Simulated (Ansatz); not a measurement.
The reference is Ge in the diamond structure (space group Fd-3m, No. 227; a = 5.6762 Å).

Perturbation: the cell is scaled by 0.9519 in all directions; the atoms relax in the strained cell.

Levels (all Ansatz, a first-principles code, PAW): PBEsol (420 eV, no spin-orbit coupling); r2SCAN (500 eV, spin-orbit coupling left out); HSE06 (420 eV, without spin-orbit coupling).

At the geometry relaxed with PBEsol, these levels gave the following band gaps, in shuffled order: (a) 0.57 eV, (b) 0.26 eV, (c) 0.84 eV.

Q: Match each gap to its level.

A: (a) r2SCAN; (b) PBEsol; (c) HSE06.

Single points use the geometry relaxed with PBEsol. The hybrid gap comes from the SCF mesh plus the semilocal run's edge points and a few special points and is an upper bound. Stability against distortions was not tested. A zero or small gap of Ge can be the functional's error rather than a property of the material.
